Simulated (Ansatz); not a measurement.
MgB2: energy against strain

MgB2 (AlB2 type, P6/mmm, 9.623 Å³/atom at rest, c along z) under an equal strain ε in the (0001) plane with the normal axis free, as in a coherent film. PBE in Ansatz, a plane-wave DFT program (PAW, default set), 420 eV, 22×22×16 Γ-centred mesh, Fermi-Dirac smearing 0.10 eV; ions are relaxed within the symmetry of each cell.

Here s stands for strain and y for E less E0.

| strain (%) | E less E0 (meV/atom) |
|---|---|
| -3.00 | ? |
| -1.50 | 6.59 |
| -1.00 | 2.87 |
| -0.50 | 0.69 |
| 0.00 | 0.00 |
| 0.50 | 0.73 |
| 1.00 | 2.84 |
| 1.50 | 6.27 |

Problem. Using a parabola, estimate the missing y at s = -3.00 from the other rows, showing the fit.

Solution. Least squares gives y = -0.003 - 0.0700·s + 2.8590·s². Residuals (row less fit): 0.055, -0.056, -0.057, 0.003, 0.053, 0.054, -0.055; standard error 0.067 (degrees of freedom: 4). Twice the quadratic coefficient over the volume, 2 × 2.8590 meV × 10⁴ × 0.1602 / 9.623 Å³, is twice the biaxial elastic modulus of this plane = 952 ± 10 GPa. At the withheld row, y = -0.003 - 0.0700 × (-3.0) + 2.8590 × (-3.0)² = 25.938 meV/atom. The calculation gives 27.52 meV/atom, 1.582 meV/atom above the prediction (5.7 % of the range of y in the table). The row lies outside the fitted rows, so this is an extrapolation. From the scatter of the fitted rows alone, a prediction at this place has a standard error of 0.258 meV/atom, so the miss is 6.1 times that.

One order more, fitted to all 13 runs of the series, follows each within 0.01, so the miss is the next term of a smooth law. In a metal these values are sensitive to mesh and smearing; energies are taken to zero smearing, stresses follow the free energy. Rows are the converged runs of the series near zero and its far end; series whose fitted rows scatter by over a few per cent of the range, as at a crossing or softening among them, aren't shown in this form. Most that stay on the fit to the last digits aren't either.
